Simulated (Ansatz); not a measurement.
Take NbAgO₃ in the cubic perovskite structure (space group Pm-3m, No. 221; a = 3.950 Å; a cell from a computed database, its experimental status unchecked) as the base.

One thing is altered: a hydrostatic pressure of 3 GPa.

Levels (all Ansatz, a first-principles code, PAW): PBEsol (420 eV, no spin-orbit coupling); PBEsol+SOC (420 eV, with spin-orbit coupling).

The geometry is relaxed with PBEsol.

- PBEsol smallest direct gap: 1.59 eV
- PBEsol lowest conduction level above the VBM at special points: X 1.42 eV; Γ 1.61 eV; R 3.36 eV; M 4.18 eV
- PBEsol gap character: indirect, M → X

With PBEsol+SOC at the same geometry, the smallest direct gap drops by 0.12 eV to 1.47 eV; the lowest conduction level above the VBM at special points changes from X 1.42 eV; Γ 1.61 eV; R 3.36 eV; M 4.18 eV to X 1.40 eV; Γ 1.54 eV; R 3.34 eV; M 4.12 eV; the gap character is still indirect, M → X.

Single points use the geometry relaxed with PBEsol. The spin-orbit shifts are approximate. Load acts through the strain it causes; cell and atoms are relaxed under it. Stability against distortions was not tested. Many cubic perovskites are stable only at high temperature; tilts and polar distortions were not tested.
